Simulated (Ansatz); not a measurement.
# GaN: band gap against strain

GaN (wurtzite, P6_3mc, 11.051 Å³/atom at rest, c along z) under an equal strain ε along all three axes. LDA in Ansatz, a plane-wave DFT program (PAW, default set), 420 eV, 12×12×7 Γ-centred mesh, Fermi-Dirac smearing 0.05 eV; ions are relaxed within the symmetry of each cell. Gaps are the smallest over the k-mesh and a band path, without spin-orbit coupling; in all rows the valence edge lies at Γ and the conduction edge at Γ.

Here s stands for strain and Eg for gap.

| strain (%) | gap (eV) |
|---|---|
| -3.00 | ? |
| -1.80 | 2.496 |
| -1.20 | 2.373 |
| -0.60 | 2.251 |
| 0.00 | 2.129 |

Taking a straight line for Eg over the 4 complete rows: Means: s -0.90000, Eg 2.3122. About the means, the sum of products is -0.36690 and the sum of squares of s is 1.8000; the slope is their ratio. Least squares gives Eg = 2.1288 - 0.20383·s. Residuals (row less fit): 0.0003, -0.0004, -0.0001, 0.0002; standard error 0.0004 (degrees of freedom: 2). Over these rows the gap moves by -20 ± 0.03 eV per unit strain, or -6.8 eV per unit of ln V.

Task: Predict the withheld Eg at s = -3.00 from the fit, and compare with the calculation.

Result: Eg = 2.1288 - 0.20383 × (-3.0) = 2.7403 eV. The calculation gives 2.742 eV, 0.0017 eV above the prediction (0.3 % of the range of Eg in the table). The row lies outside the fitted rows, so this is an extrapolation. The fitted rows scatter only by rounding.

Other structures, which can take over under pressure, weren't tried. Rows are the converged runs of the series near zero and its far end; series whose fitted rows scatter by over a few per cent of the range, as at a crossing or softening among them, aren't shown in this form. Most that stay on the fit to the last digits aren't either.
